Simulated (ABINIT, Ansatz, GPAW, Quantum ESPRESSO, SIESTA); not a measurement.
**ScV2Ga4 (I4/mmm, 7 atoms in the cell) computed with different codes at matched settings**

Self-consistent single point.

```
Sc(VGa2)2
1.0
   -3.22716     3.22716     2.57442
    3.22716    -3.22716     2.57442
    3.22716     3.22716    -2.57442
Sc V Ga
1 2 4
Direct
  0.00000   0.00000   0.00000
  0.75000   0.25000   0.50000
  0.25000   0.75000   0.50000
  0.30087   0.30087   0.60174
  0.69913   0.69913   0.39826
  0.30087   0.69913   0.00000
  0.69913   0.30087   0.00000
```

All programs got the same cell, k-point mesh and kind of occupations (in Ansatz's words: kpoints.mp_grid.grid = 5 5 5; scf.occupations.method = gaussian; scf.occupations.width = 0.05 eV); potentials, basis and cutoffs are each program's usual ones.

| code | model | pressure (GPa) | largest force (eV/Å) | k-points | cutoff |
|---|---|---|---|---|---|
| GPAW | LDA (Perdew-Wang 92), GPAW PAW datasets LDA (gpaw-data 1.0.1) | -5.46 | 0.176 | 18 | 800 eV |
| Quantum ESPRESSO | LDA (PW92), PseudoDojo standard norm-conserving (LDA) pseudopotentials | -6.64 | 0.089 | 18 | 85 Ry |
| Ansatz | LDA (PW92), PAW files made with PBE | -6.60 | 0.088 | 18 | default |
| ABINIT | LDA (PW92), norm-conserving pseudopotentials (PseudoDojo nc-sr-04 LDA standard) | -6.64 | 0.089 | 18 | 42 Ha |
| SIESTA | LDA PW92, numerical atomic orbitals TZP, PseudoDojo LDA standard norm-conserving potentials (rewritten from UPF to PSML) | -6.35 | 0.129 | 63 | grid 300 Ry |

The spread over the programs that give each value: pressure within 1.18 GPa; largest force within 0.088 eV/Å.

The starting cell comes from a database of computed structures (which also holds hypothetical and non-ambient phases and stackings), without a prior relaxation at this level. On Ansatz's run: Spin polarisation is off. In the base run, with a pressure of about -7 GPa the cell is away from its equilibrium volume at this level.

### Question
Why do the programs differ, and what cannot be compared?

### Answer
Differences of this kind can come from the potentials, where these differ, and from what each basis and cutoff leave unconverged. The valence holds different numbers of electrons (GPAW 49, Quantum ESPRESSO 89, Ansatz (an electronic-structure program) 89, ABINIT 89, SIESTA 89). The zero of total energies and Fermi levels follows the potentials and each program's conventions, so they are not compared here. SIESTA uses small atom-centred bases, whose incompleteness enters pressures, forces and empty levels differently from a plane-wave cutoff. Ansatz's pressure is given at a fixed set of plane waves, as the other plane-wave codes print theirs; with its correction for the finite basis it is -6.55 GPa. The programs reduce the same mesh by symmetry to different extents, which changes the work and not the result. In the pressure, GPAW (by 1.16) lies more than 1 GPa from the median of the plane-wave programs. In the force vectors, GPAW (by 0.088) lies more than 0.08 eV/Å from the median of the plane-wave programs.

Left out of this page: Elk and FLEUR (not drawn, or without a comparable value).

Keys are those of Ansatz 0.2.
